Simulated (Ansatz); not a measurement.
Start from PbTe in the zinc blende structure (space group F-43m, No. 216; a = 7.284 Å; a hypothetical phase, not in the database extracts checked). Axes: x, y, z lie along the cube axes.

Modification: strain tensor (xx, yy, zz, yz, xz, xy) = (+0.97, −1.94, +0.87, −0.25, +0.34, −0.08) %, atoms relaxed at fixed cell.

Levels (all Ansatz, a quantum-chemistry and plane-wave program, PAW): r2SCAN (500 eV, no spin-orbit coupling); HSE06 (420 eV, no SOC).

The geometry is relaxed with r2SCAN.

| Quantity | Result |
|---|---|
| r2SCAN lowest conduction level above the VBM at special points | V 0.64 eV; T 0.72 eV; U 0.72 eV; Γ 1.59 eV |

With HSE06 at the same geometry, the lowest conduction level above the VBM at special points goes from V 0.64 eV; T 0.72 eV; U 0.72 eV; Γ 1.59 eV to V 0.86 eV; T 0.93 eV; U 0.94 eV; Γ 1.84 eV.

Single points use the geometry relaxed with r2SCAN. HSE06 was sampled on its mesh, a few special points and the semilocal edge points, so its gap is an upper bound. The levels and masses belong to the bands next to the band gap. Whether these cells are dynamically stable was not tested. Labels are those of the standard path for the cell's own space group.
